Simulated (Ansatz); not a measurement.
PBE against r2SCAN: hypothetical zinc blende CsBr, pressure 45 GPa

The parent structure is CsBr in the zinc blende structure (space group F-43m, No. 216; a = 8.193 Å; a hypothetical phase, not in the database extracts checked).

(Cell as relaxed with PBE.)

Levels (all Ansatz, a program for electronic structure, PAW): PBE (420 eV, spin-orbit coupling left out); r2SCAN (500 eV, scalar-relativistic without spin-orbit coupling).

Each level relaxes its own structure.

```tsv
base	PBE	r2SCAN
volume per atom	68.74 Å³	68.04 Å³
lattice parameter a	8.193 Å	8.165 Å
band gap	3.97 eV	4.56 eV
```

It is then changed as follows: cell and atoms relaxed at a pressure of 45 GPa.

| quantity | PBE | r2SCAN |
|---|---|---|
| hole mass (degenerate bands, along [100]) | 0.69, 1.1 mₑ (at X) | [?] |
| shift of the gap caused by the change | -0.42 eV | [?] |
| band gap | 3.54 eV | [?] |
| lattice parameter a | 6.117 Å | [?] |

### Question
Given the PBE results, estimate those of r2SCAN.

### Answer

- hole mass (degenerate bands, along [100]), r2SCAN: 0.71, 1.2 mₑ (at X)
- shift of the gap caused by the change, r2SCAN: -0.63 eV
- band gap, r2SCAN: 3.93 eV
- lattice parameter a, r2SCAN: 6.136 Å

PBE's shift of the gap caused by the change lies 0.21 eV above r2SCAN's; PBE's band gap lies 0.39 eV below r2SCAN's; PBE's lattice parameter a lies 0.019 Å below r2SCAN's (0.3 %). Neither level is exact; r2SCAN is the comparison here, not a measurement.

Load acts through the strain it causes; cell and atoms are relaxed under it. Effective masses come from finite differences of ±0.01 Å⁻¹. No phonon test of stability was made. Competing high-pressure phases were not computed.
